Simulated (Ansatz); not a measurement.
**ZnS, response to strain**

Consider ZnS in the zinc blende structure (space group F-43m, No. 216).

```xyz
2
Lattice="0.0000 2.6946 2.6946 2.6946 0.0000 2.6946 2.6946 2.6946 0.0000" Properties=species:S:1:pos:R:3 pbc="T T T"
Zn     0.0000     0.0000     0.0000
S      1.3473     1.3473     1.3473
```

Cartesian axes are those of the cell as printed.

Strains are applied to the cell and any free atomic positions relax; under biaxial strain the out-of-plane vector relaxes too.

Level of theory: Kohn–Sham DFT with the r2SCAN functional, run in Ansatz (a quantum-chemistry and plane-wave program) with PAW and 500 eV plane waves, without spin-orbit coupling.

Notes on the quantities. in-plane stress: mean in-plane stress (compression positive).

```json
[
 {"change": "base", "band gap": "2.70 eV", "in-plane stress": "–", "ratio −ε⊥/ε∥": "–"},
 {"change": "biaxial strain −3.00 %, plane normal [001], relaxed out of plane", "band gap": "2.72 eV", "in-plane stress": "+3.1 GPa", "ratio −ε⊥/ε∥": "1.16"},
 {"change": "biaxial strain −2.50 %, plane normal [001], relaxed out of plane", "band gap": "2.72 eV", "in-plane stress": "+2.6 GPa", "ratio −ε⊥/ε∥": "1.17"},
 {"change": "biaxial strain −2.00 %, plane normal [001], relaxed out of plane", "band gap": "2.72 eV", "in-plane stress": "+2.0 GPa", "ratio −ε⊥/ε∥": "1.17"},
 {"change": "biaxial strain −1.50 %, plane normal [001], relaxed out of plane", "band gap": "2.72 eV", "in-plane stress": "+1.5 GPa", "ratio −ε⊥/ε∥": "1.18"},
 {"change": "biaxial strain −1.00 %, plane normal [001], relaxed out of plane", "band gap": "2.71 eV", "in-plane stress": "+1.0 GPa", "ratio −ε⊥/ε∥": "1.18"},
 {"change": "biaxial strain −0.50 %, plane normal [001], relaxed out of plane", "band gap": "2.71 eV", "in-plane stress": "+0.5 GPa", "ratio −ε⊥/ε∥": "–"}
]
```

Stability against distortions was not tested.
